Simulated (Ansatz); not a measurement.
The starting structures come from a database of crystals and need not be the phases stable at ambient conditions.

 Where the default PAW files enter, the runs use the earlier of Ansatz's two default sets.

Inside the gap of an insulator the Bloch states are evanescent, with a wavenumber k + iκ along the transport direction.

Input:

```
CaZn2P2
1.0
    4.01543     0.00000     0.00000
    0.00000     6.81288     0.00000
    2.00772     0.00000     3.47746
Ca Zn P
1 2 2
Direct
  0.00000   0.00000   0.00000
  0.33333   0.36672   0.33333
  0.66667   0.63328   0.66667
  0.66667   0.26375   0.66667
  0.33333   0.73625   0.33333
```

Space group of this cell: P-3m1. The cell is taken as given.

Transport runs along the normal of the first two printed cell vectors, the (100) plane of the conventional cell.

The gap is the functional's own. No spin-orbit coupling. Mid-gap values are interpolated on the energy grid.

Task: State the band gap and the smallest decay constant κ at mid-gap according to r2SCAN run with Ansatz (a quantum-chemistry and plane-wave program).

Result: Gap 1.11 eV on a 10×6×10 mesh; κ = 0.113 1/Å, at the zone centre.
